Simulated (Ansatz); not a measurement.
ZnS, response to strain

Take ZnS in the zinc blende structure (space group F-43m, No. 216) as the base.

```
ZnS
1.0
    0.00000     2.67833     2.67833
    2.67833     0.00000     2.67833
    2.67833     2.67833     0.00000
S Zn
1 1
Direct
  0.75000   0.75000   0.75000
  0.00000   0.00000   0.00000
```

Cartesian axes are those of the cell as printed.

Strains are applied to the cell and any free atomic positions relax; under biaxial strain the out-of-plane vector relaxes too; under stress the whole cell relaxes.

All numbers come from DFT with PBEsol, PAW potentials and a 420 eV plane-wave cutoff in Ansatz (a first-principles code), scalar-relativistic without spin-orbit coupling.

Notes on the quantities. energy relative to the base: free energy F; pressure: mean of the normal stresses, compression positive.

```csv
case,energy relative to the base,pressure,gap character,space group,volume per atom
base,0 meV/atom,-0.01 GPa,direct at Γ,F-43m (No. 216),19.21 Å³
"biaxial strain −0.83 %, plane normal [001], relaxed out of plane",+0.8 meV/atom,0.53 GPa,direct at Γ,I-4m2 (No. 119),19.08 Å³
"biaxial strain +1.12 %, plane normal [001], relaxed out of plane",(withheld),(withheld),direct at Γ,I-4m2 (No. 119),(withheld)
"biaxial strain −4.52 %, plane normal [110], relaxed out of plane",+36 meV/atom,4.52 GPa,direct at Γ,Imm2 (No. 44),18.20 Å³
"biaxial strain +1.49 %, plane normal [111], relaxed out of plane",+4.2 meV/atom,-1.53 GPa,direct at Γ,R3m (No. 160),19.60 Å³
isotropic strain −5.42 %,+152 meV/atom,19.11 GPa,"indirect, Γ → X",F-43m (No. 216),16.26 Å³
uniaxial strain ε_zz = −0.18 %,0.0 meV/atom,0.13 GPa,direct at Γ,I-4m2 (No. 119),19.18 Å³
tensor shear ε_xz = +0.48 %,+0.3 meV/atom,-0.01 GPa,direct at Γ,Imm2 (No. 44),19.21 Å³
"uniaxial stress, 0.5 GPa tension along x",+0.2 meV/atom,–,direct at Γ,I-4m2 (No. 119),19.25 Å³
tensor shear ε_xz = −0.79 %,+0.7 meV/atom,-0.01 GPa,direct at Γ,Imm2 (No. 44),19.21 Å³
```

Question: Some entries are withheld; estimate them.

Answer: 
- biaxial strain +1.12 %, plane normal [001], relaxed out of plane, energy relative to the base: +1.4 meV/atom
- biaxial strain +1.12 %, plane normal [001], relaxed out of plane, pressure: -0.68 GPa
- biaxial strain +1.12 %, plane normal [001], relaxed out of plane, volume per atom: 19.37 Å³

Stability under load was not tested beyond the relaxation. Labels are those of the standard path for the cell's own space group.
